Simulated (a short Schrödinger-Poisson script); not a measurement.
## MOS inversion layer, Al2O3 on p-type Si(110)

Stack: MOS inversion layer, Al2O3 on p-type Si(110), at 300 K.

```csv
layer,material,thickness (nm),Na (cm⁻³)
1,Al2O3,4.3,-
2,Si,570,1.4e17
```

Constants are typed, rounded textbook-type inputs, not results; the design itself was drawn at random and stands for no fabricated device. Al2O3: permittivity 9, conduction-band edge (eV) 2.7, gap (eV) 6.8, electron mass (mₑ) 0.3. Si: permittivity 11.7, conduction-band edge (eV) 0, gap (eV) 1.124, Nv at 300 K (cm⁻³) 3.1e19.

Channel valleys (confinement mass, in-plane density-of-states mass, number): Δ4 0.315, 0.324, 4; Δ2 0.19, 0.417, 2. At the gate the conduction-band edge of layer 1 lies 2.99 eV − eVg above the Fermi level of the channel; the field vanishes at the back. Gaps are held at their typed values at every temperature. Mesh 0.03 nm at interfaces.

From a short Schrödinger-Poisson script (our own, NumPy): 1D Poisson equation in equilibrium, electrons quantum, Hartree (BenDaniel-Duke, 12 states a valley, the channel's in-plane mass for all, wave functions ending at the dielectric), parabolic valleys, classical holes, full ionisation, no traps, pinning or gate leakage.

```tsv
Vg (V)	electrons (cm⁻²)	C (μF/cm²)	Δ4 E0 (meV)	Δ4 E1 (meV)	Δ2 E0 (meV)	Δ2 E1 (meV)
0.2	6.05e8	0.118	270.9	328.4	285.1	352.7
0.3	1.84e10	0.198	182.0	242.1	196.9	267.5
0.4	2.41e11	0.722	114.9	178.3	130.9	204.7
0.5	7.97e11	1.06	82.9	150.7	100.6	178.0
0.6	1.50e12	1.20	65.3	137.8	85.0	165.9
0.7	2.28e12	1.28	53.4	130.4	75.0	159.1
0.8	3.09e12	1.33	44.4	125.6	67.9	154.9
0.9	3.93e12	1.36	37.1	122.3	62.4	152.0
1	4.79e12	1.39	30.9	119.9	58.0	150.0
1.1	5.66e12	1.41	25.5	118.1	54.4	148.5
1.2	6.55e12	1.43	20.7	116.7	51.2	147.5
```

Subbands count from the Fermi level.
